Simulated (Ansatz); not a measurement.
Given:

```
CELL_PARAMETERS angstrom
      3.67983     0.00000     0.00000
      1.83992     3.18683     0.00000
      0.00000     0.00000     5.94245
ATOMIC_POSITIONS crystal
  Sn 0.00000 0.00000 0.00000
  Se 0.33333 0.33333 0.27329
  Se 0.66667 0.66667 0.72671
```

No spin polarisation.

Level of theory: PBEsol-D3(BJ) in Ansatz (plane waves to 420 eV, PAW, no spin-orbit coupling). Settings: 10×10×6 k-points, 0.05 eV Fermi–Dirac smearing.

Question: What is the computed gap character?

Answer: Indirect, k = (0, 0.100, 0.167) in the run's primitive reciprocal basis → k = (0, 0.400, -1/3) in the run's primitive reciprocal basis.

Question: Predict the pressure (mean of the normal stresses, compression positive).

Answer: 2.6 GPa.

Question: What band gap does the calculation give?

Answer: 0.26 eV.

Question: Predict the space group.

Answer: P-3m1 (No. 164).

The cells carry an imposed strain or load. Whether these cells are dynamically stable was not tested. The cell was made from SnSe2 in the CdI2 type structure (space group P-3m1, No. 164; layered, stacked along the Cartesian z axis) by this change: biaxial strain −3.00 %, plane normal [001], relaxed out of plane. The zero or small gap of SnSe2 can change with the level of theory.

Ansatz is an electronic-structure program.
